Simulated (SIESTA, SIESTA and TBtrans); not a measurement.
Pt chain bridged by a linear H2 unit along the axis

Device: Pt chain bridged by a linear H2 unit along the axis. Leads: straight Pt chain, spacing 2.4 Å. Geometry: 4 atoms about the centre moved by SIESTA (PBE, DZP) to a largest force of 0.04 eV/Å, all others as built, motion along the axis alone.

Method: SIESTA and TBtrans, PBE, DZP numerical orbitals (energy shift 0.15 eV), PseudoDojo norm-conserving scalar-relativistic potentials, mesh cutoff 200 Ry, 300 K, spin-polarised (collinear), no spin-orbit coupling; Hamiltonian of a periodic supercell, shifted onto the leads' potential, zero bias.

| Property | Result |
|---|---|
| Conductance at 300 K (G0 = 2e²/h) | 1.07 |
| Mean T from −0.5 to 0.5 eV | 0.97 |

Energies count from the leads' Fermi level. Transmissions are for each spin. The energy step is 0.01 eV; narrower resonances are cut or missed.

```csv
E (eV),T up,T down,lead channels up,down
-1.95,0.91,0.92,3,3
-1.80,0.92,0.92,3,3
-1.65,0.92,0.93,3,3
-1.50,0.94,0.94,4,4
-1.35,0.95,0.95,4,4
-1.20,0.97,0.96,4,4
-1.05,0.98,0.98,band edge,band edge
-0.90,1.00,0.99,6,6
-0.75,1.02,1.01,6,6
-0.60,1.03,1.02,6,6
-0.45,1.04,1.03,6,6
-0.30,1.05,1.05,band edge,band edge
-0.15,1.06,1.06,4,4
0.00,1.07,1.07,4,4
0.15,0.97,1.06,4,4
0.30,0.79,0.80,4,4
0.45,0.78,0.74,3,3
0.60,0.83,0.80,3,3
0.75,0.87,0.85,1,1
0.90,0.91,0.90,1,1
1.05,0.94,0.93,1,1
1.20,0.96,0.95,1,1
1.35,0.97,0.97,1,1
1.50,0.98,0.98,1,1
1.65,0.99,0.99,1,1
1.80,0.99,0.99,1,1
1.95,1.00,1.00,1,1
```

A magnetic start was tried, and the separate lead runs end without a moment. The straight chain is held at its spacing; free chains may zigzag or dimerise. Spin-orbit coupling, left out here, matters for the heavy atoms.
